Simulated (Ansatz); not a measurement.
Consider CdS in the wurtzite structure (space group P6_3mc, No. 186; a = 4.124 Å, c = 6.708 Å).

The values are results of Ansatz (an electronic-structure program), PBEsol, PAW, cutoff 420 eV, no spin-orbit coupling, not measurements.

Before the change:

| Quantity | Result |
|---|---|
| Valence-band top at Γ | 0.00, 0.00, -0.05 eV |
| Band gap | 1.09 eV |
| Electron mass | 0.11 mₑ along c, 0.12 mₑ across (at Γ) |
| Volume per atom | 24.71 Å³ |

Modification: cell and atoms relaxed at a pressure of 2.1 GPa.

**Question.** What happens to the valence-band top at Γ?

**Answer.** The valence-band top at Γ (three highest levels, from the VBM) goes from 0.00, 0.00, -0.05 eV to 0.00, 0.00, -0.06 eV.

**Question.** How does this affect the band gap?

**Answer.** The band gap rises by 0.07 eV to 1.16 eV.

**Question.** Estimate the effect on the electron mass.

**Answer.** The electron mass changes from 0.11 mₑ along c, 0.12 mₑ across (at Γ) to 0.12 mₑ along c, 0.13 mₑ across (at Γ).

**Question.** What does the calculation give for the volume per atom after the change?

**Answer.** The volume per atom drops by 0.774 Å³ to 23.93 Å³.

Load acts through the strain it causes; cell and atoms are relaxed under it. Masses are band curvatures over ±0.01 Å⁻¹ around the edge. Whether these cells are dynamically stable was not tested. Tetrahedral semiconductors of this kind turn to denser phases somewhere between about 1 and 50 GPa; those were not computed, so compressed cells here can lie past the real transition.
